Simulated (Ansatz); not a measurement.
Converging the k-point mesh at a smearing width of 0.02 eV: LaAs (I4mm, 2 atoms in the cell)

```
CELL_PARAMETERS angstrom
      0.00000     3.11458     3.11458
      3.11458     0.00000     3.11458
      3.11458     3.11458     0.00000
ATOMIC_POSITIONS crystal
  La 0.00803 0.00803 0.99197
  As 0.50000 0.50000 0.50000
```

Level of theory: LDA (PW92), default PAW files made with PBE (plane waves; Ansatz, a first-principles code).

Base settings: basis.ecutwfc = 420 eV; kpoints.mp_grid.grid = 9 9 9; hamiltonian.xc = lda; hamiltonian.pseudopotentials = {kind: paw} (the program's default PAW files); scf.occupations.method = gaussian; scf.occupations.width = 0.1 eV.

In this ladder: scf.occupations.width = 0.02 eV.

Only quantities that move along the ladder and can be compared are tabulated.

The count of work is k-points × plane waves × bands × iterations; it is no time. 

The starting cell comes from a database of computed structures (which also holds hypothetical and non-ambient phases and stackings), without a prior relaxation at this level. Its lattice was rescaled by up to half a per cent. One atom was moved a little off its site on purpose. In the base run, with a pressure of about -5 GPa the cell is away from its equilibrium volume at this level. Ansatz's pressure includes its estimate of the finite-basis (Pulay) stress.

```tsv
kpoints.mp_grid.grid	free energy less the last step's (meV/atom)	pressure (GPa)	largest difference of a force vector from the last step's (eV/Å)	count of work / last
3 3 3	94.11	-4.05	0.316	0.0072
4 4 4	22.93	-5.09	0.040	0.013
5 5 5	10.48	-5.09	0.051	0.018
6 6 6	3.84	-5.09	0.010	0.031
7 7 7	1.98	-5.11	0.014	0.041
8 8 8	0.97	-5.10	0.003	0.061
10 10 10	0.28	-5.11	0.004	0.12
12 12 12	0.08	-5.11	0.005	0.17
18 18 18	0.00	-5.11	0.001	0.49
22 22 22	0.00	-5.11	0.000	1.0
```

Coarsest kpoints.mp_grid.grid that holds the free energy within 0.5 meV/atom of the last step, with all finer ones: 10 10 10, at 0.12 of the last step's count of work; the step before is off by 0.97 meV/atom.

Coarsest kpoints.mp_grid.grid that holds the forces within 0.02 eV/Å of the last step, with all finer ones: 6 6 6, at 0.031 of the last step's count of work; the step before is off by 0.051 eV/Å.

Coarsest kpoints.mp_grid.grid that holds the pressure within 0.1 GPa of the last step, with all finer ones: 4 4 4, at 0.013 of the last step's count of work; the step before is off by 1.1 GPa.

Keys are those of Ansatz 0.2.
